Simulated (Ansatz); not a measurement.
Start from WSi2 (space group I4/mmm, No. 139; a = 3.2024 Å, c = 7.8177 Å; relaxed with 0.1 eV smearing).

Method: Kohn–Sham DFT with the PBEsol functional, run in Ansatz (a first-principles code) with PAW and 420 eV plane waves, no SOC.

Before the change:

* **Pressure**: 0.0 GPa
* **Band gap**: zero

One thing is altered: every lattice vector is stretched by 3.00 %; the atoms relax in the strained cell.

Problem. Estimate the effect on the largest internal atomic displacement.

Solution. The largest internal atomic displacement is 0.013 Å.

Problem. How does this affect the energy relative to the base?

Solution. The energy increases by 71 meV/atom.

Problem. What happens to the pressure?

Solution. The pressure (mean of the normal stresses, compression positive) goes from zero to -16.9 GPa.

Problem. How does this affect the band gap?

Solution. The band gap is still zero.

Whether these cells are dynamically stable was not tested. The final runs are not spin-polarised.
